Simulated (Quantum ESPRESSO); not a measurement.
Short convergence ladders for a (001) slab of Sr2Mg (cut from a parent of space group no. 139; 6 atoms in the cell)

```xyz
6
Lattice="4.2576 0.0000 0.0000 0.0000 4.2576 0.0000 0.0000 0.0000 25.4200" Properties=species:S:1:pos:R:3 pbc="T T T"
Sr     0.0000     0.0000     7.0000
Sr     2.1288     2.1288    18.4200
Mg     0.0000     0.0000    16.3518
Sr     2.1288     2.1288    14.2837
Sr     0.0000     0.0000    11.1363
Mg     2.1288     2.1288     9.0681
```

Base method: PBEsol, GBRV 1.5 ultrasoft (PBESOL) pseudopotentials (plane waves; Quantum ESPRESSO).

Base settings: ecutwfc = 40 Ry; ecutrho = 200 Ry; occupations = smearing; smearing = gauss; degauss = 0.0073499 Ry; mixing_mode = local-TF; potentials = {Sr: sr_pbesol_v1.uspp.F.UPF, Mg: mg_pbesol_v1.4.uspp.F.UPF}; K_POINTS = automatic 4 4 1 0 0 0; conv_thr = 1e-09 Ry; mixing_beta = 0.4.

The count of work is k-points × plane waves × bands × iterations; it is no time. Core times come from one kind of shared machine, to one figure; runs under 30 s give none.

**The vacuum**

The mesh stays at the base's, so the ladder's end is converged at best in this setting alone.

Only quantities that move along the ladder and can be compared are tabulated.

| vacuum between outermost atoms (Å) | free energy less the last step's (meV/atom) | largest difference of a force vector from the last step's (eV/Å) | count of work / last | core time / last (rough) |
|---|---|---|---|---|
| 3.0 | -172.97 | 0.073 | 0.25 | 0.4 |
| 5.0 | -78.16 | 0.264 | 0.32 | 0.3 |
| 7.0 | -17.70 | 0.048 | 0.31 | 0.2 |
| 10.0 | -0.79 | 0.003 | 0.41 | 0.3 |
| 14.0 | -0.02 | 0.001 | 0.77 | 0.9 |
| 30.0 | 0.00 | 0.000 | 1.0 | 1 |

Smallest vacuum between outermost atoms (Å) that holds the forces within 0.005 eV/Å of the last step, with all finer ones: 10.0, at 0.41 of the last step's count of work and about 0.3 of the last step's time; the step before is off by 0.048 eV/Å.

Smallest vacuum between outermost atoms (Å) that holds the free energy within 0.5 meV/atom of the last step, with all finer ones: 14.0; the step before is off by 0.79 meV/atom.

**The k-point mesh**

Only quantities that move along the ladder and can be compared are tabulated.

| K_POINTS | free energy less the last step's (meV/atom) | largest difference of a force vector from the last step's (eV/Å) | count of work / last | core time / last (rough) |
|---|---|---|---|---|
| automatic 2 2 1 0 0 0 | -60.92 | 0.236 | 0.20 | 0.5 |
| automatic 4 4 1 0 0 0 | 29.38 | 0.113 | 0.40 | 0.6 |
| automatic 5 5 1 0 0 0 | -14.61 | 0.040 | 0.40 | 0.5 |
| automatic 9 9 1 0 0 0 | 0.00 | 0.000 | 1.0 | 1 |

Coarsest K_POINTS that holds the forces within 0.02 eV/Å: not settled: the last two steps still differ by 0.040 eV/Å, over half the tolerance, so the ladder does not show it.

Coarsest K_POINTS that holds the free energy within 5 meV/atom: not settled: the last two steps still differ by 15 meV/atom, over half the tolerance, so the ladder does not show it.

**The plane-wave cutoff**

Moved along: ecutrho.

The mesh stays at the base's, so the ladder's end is converged at best in this setting alone.

Only quantities that move along the ladder and can be compared are tabulated.

```tsv
ecutwfc	free energy less the last step's (meV/atom)	largest difference of a force vector from the last step's (eV/Å)	count of work / last	core time / last (rough)
20 Ry	2114.77	0.011	0.26	0.3
24 Ry	512.76	0.004	0.35	0.2
28 Ry	109.91	0.001	0.45	0.4
40 Ry	1.67	0.001	0.80	0.8
48 Ry	0.00	0.000	1.0	1
```

Coarsest ecutwfc that holds the free energy within 5 meV/atom of the last step, with all finer ones: 40 Ry; the step before is off by 110 meV/atom.

Coarsest ecutwfc that holds the forces within 0.005 eV/Å of the last step, with all finer ones: 24 Ry, at 0.35 of the last step's count of work and about 0.2 of the last step's time; the step before is off by 0.011 eV/Å.

On the base run: the starting cell comes from a database of computed structures (which also holds hypothetical and non-ambient phases and stackings), without a prior relaxation at this level. The slab is cut from that crystal, and its faces are unrelaxed. Its lattice was rescaled by up to half a per cent. Without a gap this mesh is coarse (it stands for a supercell whose shortest in-plane vector is 17 Å).
